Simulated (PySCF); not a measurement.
PySCF 2.14.0, R2SCAN/def2-svp, df: Mo(NH)(F)2(OMe)2 (C[O][Mo](=[NH])([F])([F])[O]C), 15 atoms. The geometry is a generated start, not checked to be a minimum at this level.

| Property | Result |
|---|---|
| task | energy |
| method | r2scan |
| basis | def2-svp |
| two-electron scheme | density fitting |
| mol.max_memory | 3000 MB |
| mf.max_cycle | 100 |
| mf.conv_tol | 1e-09 (default) |
| mf.grids.level | 3 (default) |
| effective core potentials | those of the basis set, past Kr |
| basis functions | 164 |
| grid points | 189920 |

```xyz
15

Mo    -0.8677     0.5053    -0.0567
N     -1.6147    -0.1057    -1.4954
H     -1.9579    -0.5248    -2.3473
F     -2.2964     0.4295     1.1049
F     -1.3604     2.2729    -0.1032
O     -0.2501    -0.8936     0.8229
C     -0.2755    -2.0328     1.6114
H     -0.0477    -2.9158     0.9963
H      0.4657    -1.9614     2.4197
H     -1.2797    -2.1442     2.0471
O      0.7447     1.0232    -0.5089
C      1.9425     1.4937    -1.0193
H      1.8417     1.6706    -2.0984
H      2.2210     2.4337    -0.5239
H      2.7344     0.7493    -0.8491
```

Charge 0 and multiplicity 1 are set for this test and not shown to be the ground state.

With the defaults (mf.DIIS = CDIIS, mf.diis = true, mf.init_guess = minao, mf.damp = 0, mf.diis_start_cycle = 1, mf.level_shift = 0, mf.diis_space = 8, mf.diis_damp = 0) it converges in 15 Fock builds. One run each on 2 threads, 1 BLAS thread, with these changes:
- mf.diis_space = 5
- mf.init_guess = 1e
- mf.diis_damp = 0.3
- mf.diis = false
- mf.DIIS = EDIIS
- mf.init_guess = atom
- mf.level_shift = 1 Hartree
- mf.diis = false, mf.damp = 0.7, mf.diis_start_cycle = 999
- mf.diis_space = 20

Q: Which runs fail or end elsewhere than the default run?

A: No convergence: mf.DIIS = EDIIS; mf.diis = false (the run ends without SCF convergence in 100 cycles). The rest reach the solution of the defaults.

| setting | Fock builds | end |
|---|---|---|
| the defaults | 15 | same solution |
| mf.diis_space = 20 | 15 | same solution |
| mf.diis_damp = 0.3 | 16 | same solution |
| mf.init_guess = atom | 20 | same solution |
| mf.init_guess = 1e | 23 | same solution |
| mf.diis_space = 5 | 24 | same solution |
| mf.diis = false, mf.damp = 0.7, mf.diis_start_cycle = 999 | 32 | same solution |
| mf.level_shift = 1 Hartree | 42 | same solution |
| mf.DIIS = EDIIS | 101 | no convergence |
| mf.diis = false | 101 | no convergence |
